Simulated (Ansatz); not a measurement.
Take InP in the zinc blende structure (space group F-43m, No. 216) as the base.

```
InP
1.0
    0.00000     2.91346     2.91346
    2.91346     0.00000     2.91346
    2.91346     2.91346     0.00000
In P
1 1
Direct
  0.00000   0.00000   0.00000
  0.25000   0.25000   0.25000
```

Cartesian axes are those of the cell as printed.

The values are results of LDA, PAW, 420 eV (Ansatz, a quantum-chemistry and plane-wave program; no spin-orbit coupling), not measurements.

One thing is altered: biaxial strain +0.50 %, plane normal [001], relaxed out of plane (Cartesian); in-plane vectors clamped, the third vector and the atoms free.

Question: Predict the new out-of-plane strain and in-plane stress.

Answer: The out-of-plane strain is -0.56 %; the mean in-plane stress (compression positive) amounts to -0.5 GPa.

No phonon test of stability was made.
